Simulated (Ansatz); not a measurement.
Results of PBE0 in Ansatz (plane waves, PAW) for Ag2S (within 0.1 Å of Cmcm, No. 63, 6 atoms in the cell; start mp-556225; a measured phase of this formula has another space group).

Run with plane-wave cutoff 460 eV, 6×4×6 k mesh (along the axes of the cell as run), Fermi–Dirac smearing 0.01 eV, no spin polarisation, scalar-relativistic PAW data made under PBE.

Cell (relaxed with PBEsol):

```xyz
6
Lattice="4.1729 0.0000 -0.0113 0.0000 7.2050 0.0000 -1.5645 0.0000 3.8690" Properties=species:S:1:pos:R:3 pbc="T T T"
Ag    -0.9460     1.8012     3.4502
Ag     3.5545     5.4037     0.4075
Ag     1.3042     0.0000     1.9288
Ag     1.3042     3.6025     1.9288
S      2.6092     1.8012     1.0456
S     -0.0008     5.4037     2.8120
```

### Question
Give the computed band gap.

### Answer

- band gap = 2.81 eV (on the SCF k mesh)

Note: cell and atoms aren't relaxed at this level (pressure 4.7 GPa).

Spin–orbit coupling is not included.

Computed values are for the static lattice.

The result took around 13 core-minutes (rough).

A start named mp-… is a Materials Project structure, which need not be a measured phase.

Ansatz is a quantum-chemistry and plane-wave program.
